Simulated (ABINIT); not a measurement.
ABINIT run on Rb₂CuMoBr₆ (Fm-3m, 10 atoms in the cell): self-consistent single point.

Method of the run: PBEsol+U, PAW (JTH v2.0 PBE PAW, files made for PBE) (plane waves; ABINIT).

```
Rb2CuMoBr6
1.0
    0.00000     5.21135     5.21135
    5.21135     0.00000     5.21135
    5.21135     5.21135     0.00000
Rb Cu Mo Br
2 1 1 6
Direct
  0.75000   0.75000   0.75000
  0.25000   0.25000   0.25000
  0.50000   0.50000   0.50000
  0.00000   0.00000   0.00000
  0.75245   0.24755   0.24755
  0.24755   0.75245   0.75245
  0.24755   0.75245   0.24755
  0.75245   0.24755   0.75245
  0.24755   0.24755   0.75245
  0.75245   0.75245   0.24755
```
Moments meant for the start (each program seeds them in its own way; μB, in the order of the atoms Rb Rb Cu Mo Br Br Br Br Br Br): 0.0 0.0 0.0 2.0 0.0 0.0 0.0 0.0 0.0 0.0.

Reference input (self-consistent single point, DFT, PBEsol, plane waves, PAW (JTH v2.0 PBE PAW, files made for PBE)): pseudos = [Rb.GGA_PBE-JTH.xml, Cu.GGA_PBE-JTH.xml, Mo.GGA_PBE-JTH.xml, Br.GGA_PBE-JTH.xml]; ecut = 30 Ha; pawecutdg = 60 Ha; pawxcdev = 0; ixc = -116133; nsppol = 2; occopt = 3; tsmear = 0.02 eV; ngkpt = 3 3 3; nshiftk = 1; shiftk = 0 0 0; potentials = JTH v2.0 PBE PAW. This run's input differs from it in these lines:

```diff
@@ -28,2 +28,6 @@
 ixc -116133
+usepawu 1
+lpawu -1 2 -1 -1
+upawu 0 6 0 0 eV
+jpawu 0 0 0 0 eV
 nsppol 2
```

The program printed (abridged):

```
--- !BeginCycle
solver: {iscf: 17, nstep: 80, nline: 4, wfoptalg: 10, }
tolerances: {tolvrs: 1.00E-10, }
...

     iter   Etot(hartree)     deltaE(h) residm    nres2    magn
 ETOT  1  -394.75611465113    -3.95E+02 5.86E+00 2.51E+01 1.222
 ETOT  2  -397.25786220512    -2.50E+00 2.71E-02 2.14E+01 3.000
 ETOT  3  -397.24863171422     9.23E-03 1.15E-02 4.16E+00 3.000
 ETOT  4  -397.25542120174    -6.79E-03 4.40E-03 5.30E+00 3.000
 ETOT  5  -397.25202765774     3.39E-03 2.94E-03 4.88E-01 3.000
   [... 14 lines left out ...]
 ETOT 20  -397.25451218445    -2.14E-10 3.24E-05 4.34E-09 3.000
 ETOT 21  -397.25451218449    -3.84E-11 2.12E-05 8.03E-10 3.000
 ETOT 22  -397.25451218448     1.44E-11 2.82E-05 1.34E-10 3.000
 ETOT 23  -397.25451218449    -1.40E-11 2.00E-05 7.11E-11 3.000
 At SCF step   23       nres2   =  7.11E-11 < tolvrs=  1.00E-10 =>converged.

 Cartesian components of stress tensor (hartree/bohr^3)
  sigma(1 1)= -1.49553169E-06  sigma(3 2)=  0.00000000E+00
  sigma(2 2)= -1.49553169E-06  sigma(3 1)=  0.00000000E+00
  sigma(3 3)= -1.49553169E-06  sigma(2 1)=  0.00000000E+00

 Integrated electronic and magnetization densities in atomic spheres:
 Radius=ratsph(iatom), smearing ratsm=  0.0000. Diff(up-dn)=approximate z local magnetic moment.
 Atom    Radius    up_density   dn_density  Total(up+dn)  Diff(up-dn)
    1   2.31325     3.440678     3.438873      6.879552     0.001805
    2   2.31325     3.440678     3.438873      6.879552     0.001805
    3   2.00090     8.695823     8.707744     17.403567    -0.011920
    4   2.20740     6.624196     4.562637     11.186833     2.061559
   [... lines left out ...]
 Total magnetization (from the atomic spheres):             2.207444
 Total magnetization (exact up - dn):                       3.000005
 Fermi (or HOMO) energy (eV) =   1.22398   Average Vxc (eV)=  -9.06948
   [... lines left out ...]
'-kT*entropy'       : -8.52838376177325E-12
total_energy        : -3.97254513406769E+02
total_energy_eV     : -1.08098450544291E+04
...

-Cartesian components of stress tensor (GPa)         [Pressure=  4.4000E-02 GPa]
- sigma(1 1)= -4.40000539E-02  sigma(3 2)=  0.00000000E+00
- sigma(2 2)= -4.40000539E-02  sigma(3 1)=  0.00000000E+00
- sigma(3 3)= -4.40000539E-02  sigma(2 1)=  0.00000000E+00

 Calculation completed.
```

The run converged in 23 iterations. Against the reference run the pressure goes from -0.06 to 0.04 GPa, the largest force goes from 0.176 to 0.061 eV/Å, the gap on the mesh goes from 0.733 to 0.849 eV and the size of the net moment stays at 0.30 μB/atom.

The starting cell comes from a database of computed structures (which also holds hypothetical and non-ambient phases and stackings), without a prior relaxation at this level. Its lattice was rescaled by a random factor within 2.5 % of one. With one magnetic atom in the cell only a parallel order is possible. With U or open f shells several self-consistent states can exist. The potentials were made for another functional than the one used.

Cost on one core of a shared machine: roughly 20 min.
